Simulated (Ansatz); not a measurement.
```
CELL_PARAMETERS angstrom
      0.00000     1.93527     1.93527
      1.93527     0.00000     1.93527
      1.93527     1.93527     0.00000
ATOMIC_POSITIONS crystal
  Ir 0.00000 0.00000 0.00000
```

No spin polarisation.

A single point on Ir, its geometry relaxed with PBE.

Method: plane-wave PAW DFT at the r2SCAN level (Ansatz, a first-principles code, 500 eV), without spin-orbit coupling, earlier PAW set. Settings: 21×21×21 k-points, 0.05 eV Fermi–Dirac smearing.

Task: Estimate the pressure.

Result: -7.1 GPa.

Task: Predict the band gap.

Result: Zero.

Single points use the geometry relaxed with PBE. Stability against distortions was not tested. The final runs are not spin-polarised. The cell is Ir in the fcc (Cu type) structure (space group Fm-3m, No. 225).
